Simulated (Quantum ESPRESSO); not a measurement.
Quantum ESPRESSO run on HfIr3 (Pm-3m, 4 atoms in the cell): self-consistent single point.

Method: Wu-Cohen GGA, PseudoDojo standard norm-conserving (PBE) pseudopotentials (plane waves; Quantum ESPRESSO 7.5).

```
CELL_PARAMETERS angstrom
      3.92600     0.00000     0.00000
      0.00000     3.92600     0.00000
      0.00000     0.00000     3.92600
ATOMIC_POSITIONS crystal
  Ir 0.00000 0.50000 0.50000
  Ir 0.50000 0.00000 0.50000
  Ir 0.50000 0.50000 0.00000
  Hf 0.00000 0.00000 0.00000
```

Reference input (self-consistent single point, DFT, PBEsol, plane waves, PseudoDojo standard norm-conserving (PBESOL) pseudopotentials): ecutwfc = 70 Ry; occupations = smearing; smearing = mp; degauss = 0.019992 Ry; potentials = {Ir: Ir.upf, Hf: Hf.upf}; K_POINTS = automatic 7 7 7 0 0 0; conv_thr = 1e-10 Ry; mixing_beta = 0.3. This run's input differs from it in these lines:

```diff
@@ -17,2 +17,3 @@
  degauss = 0.019992,
+ input_dft = 'wc',
 /
```

Its files differ too (potentials: PseudoDojo standard norm-conserving (PBE)).

Output (repeated stretches shortened):

```
     Self-consistent Calculation

     iteration #  1     ecut=    70.00 Ry     beta= 0.30

     Threshold (ethr) on eigenvalues was too large:
     Diagonalizing with lowered threshold

     total energy              =    -803.57389435 Ry
     estimated scf accuracy    <       0.10058770 Ry

     iteration #  2     ecut=    70.00 Ry     beta= 0.30

     total energy              =    -803.57041113 Ry
     estimated scf accuracy    <       0.02665781 Ry

     iteration #  3     ecut=    70.00 Ry     beta= 0.30

     total energy              =    -803.57178373 Ry
     estimated scf accuracy    <       0.00480775 Ry

   [... 6 blocks of this kind left out ...]

     iteration # 10     ecut=    70.00 Ry     beta= 0.30

     total energy              =    -803.57232287 Ry
     estimated scf accuracy    <          1.4E-09 Ry

     iteration # 11     ecut=    70.00 Ry     beta= 0.30
     End of self-consistent calculation

     the Fermi energy is    22.7980 ev

!    total energy              =    -803.57232287 Ry
     estimated scf accuracy    <          4.8E-11 Ry
     smearing contrib. (-TS)   =       0.00029240 Ry
     internal energy E=F+TS    =    -803.57261527 Ry

     convergence has been achieved in  11 iterations

     Forces acting on atoms (cartesian axes, Ry/au):

     atom    1 type  1   force =     0.00000000    0.00000000    0.00000000
   [... zero for the other atoms too ...]

     Total force =     0.000000     Total SCF correction =     0.000000

          total   stress  (Ry/bohr**3)                   (kbar)     P=       16.83
   0.00011439   0.00000000   0.00000000           16.83        0.00        0.00
   0.00000000   0.00011439   0.00000000            0.00       16.83        0.00
   0.00000000   0.00000000   0.00011439            0.00        0.00       16.83

   JOB DONE.
```

The run converged in 11 iterations. Against the reference run the pressure goes from -1.14 to 1.68 GPa.

The starting cell comes from a database of published, mostly measured structures (it also holds non-ambient and calculated ones), without a prior relaxation at this level. Spin polarisation is off.

Cost on one core of a shared machine: roughly 60 s.
